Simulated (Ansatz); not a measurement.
Base system: PtSe₂ in the CdI2 type structure (space group P-3m1, No. 164; a = 3.7352 Å, c = 5.2073 Å; layered, stacked along the Cartesian z axis; relaxed with 0.1 eV smearing). Axes: x lies along a and z along c of the hexagonal cell.

Computed with r2SCAN+rVV10 (Ansatz, a program for electronic structure, PAW, no spin-orbit coupling).

Modification: every lattice vector is stretched by 1.21 %, atoms relaxed at fixed cell.

Predict the stress tensor and what it implies for the stiffness.

Stress of the strained cell less that of the base (GPa, compression positive):
```
   -3.1     0.0     0.0
    0.0    -3.1     0.0
    0.0     0.0    -0.9
```

Then B = −ΔP/(ΔV/V₀) with ΔV/V₀ = 0.0367 gives secant stiffness values (nonlinear terms included at this strain): B (at held cell shape, above the free-shape value) ≈ 64 GPa.

As a check, the harmonic strain energy −½ V₀ Δσ:ε is 5.6 meV/atom; the computed energy rise is 5.8 meV/atom.

Whether these cells are dynamically stable was not tested. All final runs are without spin polarisation.
